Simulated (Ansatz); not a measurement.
**MgTe, response to strain**

Consider MgTe in the wurtzite structure (space group P6_3mc, No. 186; a = 4.561 Å, c = 7.413 Å).

Strains are applied to the cell and any free atomic positions relax.

The values are results of PBEsol, PAW, 420 eV (Ansatz, a first-principles code; without spin-orbit coupling), not measurements.

Computed cases, in order: isotropic strain −4.99 %; the unstrained base; isotropic strain +4.06 %; isotropic strain +5.76 %.

**Question.** Between which two neighbouring cases does the gap turn between direct and indirect?

**Answer.** Between isotropic strain −4.99 % (2.98 eV, indirect, Γ → L–M (20 % along)) and the unstrained base (2.39 eV, direct at Γ). The whole series: isotropic strain −4.99 %: 2.98 eV, indirect, Γ → L–M (20 % along); the unstrained base: 2.39 eV, direct at Γ; isotropic strain +4.06 %: 1.89 eV, direct at Γ; isotropic strain +5.76 %: 1.70 eV, direct at Γ.

Spin-orbit coupling, missing from the scalar runs, can matter with Te. Whether these cells are dynamically stable was not tested.
